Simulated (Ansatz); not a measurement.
The structure below was relaxed with Kohn–Sham DFT with the PBEsol functional, run in Ansatz (a program for electronic structure) with PAW and 420 eV plane waves, spin-orbit coupling left out.

Space group P6₃/mmc (No. 194); a = 5.6229 Å, b = 5.6229 Å, c = 4.5930 Å, α = 90.00°, β = 90.00°, γ = 120.00°

```
atom  site  symmetry       x       y       z
----  ----  --------  ------  ------  ------
Ti      6h       mm2  0.3404  0.1702  0.2500
Ga      2c      -6m2  0.3333  0.6667  0.2500
```

Task: Write out a cell with all atoms.

Result: 
```
Ti3Ga
1.0
    5.62291     0.00000     0.00000
   -2.81145     4.86958     0.00000
    0.00000     0.00000     4.59297
Ti Ga
6 2
Cartesian
  2.81145   3.21191   1.14824
 -1.37587   4.04074   3.44473
  1.43559   0.82884   1.14824
  0.00000   1.65767   3.44473
  4.18732   0.82884   1.14824
  1.37587   4.04074   3.44473
  0.00000   3.24639   1.14824
  2.81145   1.62319   3.44473
```
This is the conventional cell.

Whether these cells are dynamically stable was not tested. The final runs are not spin-polarised. The cell was made from Ti3Al by this change: Al → Ga; the result is a model cell.
